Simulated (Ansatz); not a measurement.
The parent structure is Ta in the bcc (W type) structure (space group Im-3m, No. 229; a = 3.306 Å; relaxed with 0.1 eV smearing).

Computed with Ansatz (a quantum-chemistry and plane-wave program) r2SCAN, no SOC.

Before the change:

- Pressure = 0.0 GPa

Now apply this change: an isotropic linear strain of −2.50 %, atoms relaxed at fixed cell.

**Question.** Estimate the effect on the energy relative to the base and pressure.

**Answer.** The energy grows by 68 meV/atom; the pressure goes from zero to 17.6 GPa.

Whether these cells are dynamically stable was not tested. The final runs are not spin-polarised.
